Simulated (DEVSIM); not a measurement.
Device: Ni/SiO2/n-Si capacitor, at 450 K.

| layer (left to right) | material | thickness (nm) | Nd (cm⁻³) |
|---|---|---|---|
| 1 | SiO2 | 35.0 | - |
| 2 | Si | 390 | 2.2e18 |

Metal gate on the left, work function 5.1 eV. Fixed charge at the semiconductor interface -7.7e10 cm⁻² (in units of +e); interface traps 2.8e12 cm⁻² eV⁻¹, uniform in energy, neutral level at 0.7 of the gap above the valence band.

The device is made up for the run: typed textbook-type constants, with dimensions and the other settings drawn at random. Values at 300 K; Nc and Nv go as T^1.5, mobilities as T to minus their exponent, the gap by Varshni's rule with the affinity fixed.

```tsv
parameter	SiO2	Si
gap (eV)	9	1.124
affinity (eV)	0.9	4.05
permittivity	3.9	11.7
Nc (cm⁻³)	-	2.86e19
Nv (cm⁻³)	-	3.1e19
Varshni α (eV/K)	-	0.000473
Varshni β (K)	-	636
```

DEVSIM, 1D Poisson equation in equilibrium, Boltzmann statistics, complete ionisation; no quantum confinement or tunnelling. Metal contacts follow the ideal Schottky-Mott rule: no Fermi-level pinning, no interface dipoles.

Q: Tabulate band edges, carrier densities and field at -6.0 V on the gate.

A: Energies count from the Fermi level of the right contact; mesh points crowd at the junctions.

```tsv
x (μm)	Ec (eV)	Ev (eV)	n (cm⁻³)	p (cm⁻³)	field (V/cm)
0.000	10.200	1.200	< 1e2	< 1e2	-1900000
0.001174	9.982	0.983	< 1e2	< 1e2	-1900000
0.003453	9.560	0.560	< 1e2	< 1e2	-1900000
0.007596	8.792	-0.208	< 1e2	< 1e2	-1900000
0.01973	6.544	-2.456	< 1e2	< 1e2	-1900000
0.02774	5.059	-3.941	< 1e2	< 1e2	-1900000
0.03187	4.295	-4.705	< 1e2	< 1e2	-1900000
0.03438	3.829	-5.171	< 1e2	< 1e2	-1900000
0.03536	0.547	-0.534	3.9e13	6.0e13	-510000
0.03693	0.471	-0.610	2.8e14	8.3e12	-460000
0.04013	0.342	-0.739	7.8e15	3.0e11	-350000
0.04946	0.153	-0.928	1.0e18	2.3e9	-79000
0.06555	0.123	-0.958	2.2e18	1.1e9	-870
0.09819	0.123	-0.958	2.2e18	1.1e9	≈ 0
0.1992	0.123	-0.958	2.2e18	1.1e9	≈ 0
0.3038	0.123	-0.958	2.2e18	1.1e9	≈ 0
0.3659	0.123	-0.958	2.2e18	1.1e9	≈ 0
0.3964	0.123	-0.958	2.2e18	1.1e9	≈ 0
0.4146	0.123	-0.958	2.2e18	1.1e9	≈ 0
0.4205	0.123	-0.958	2.2e18	1.1e9	≈ 0
0.4233	0.123	-0.958	2.2e18	1.1e9	≈ 0
0.4250	0.123	-0.958	2.2e18	1.1e9	≈ 0
```
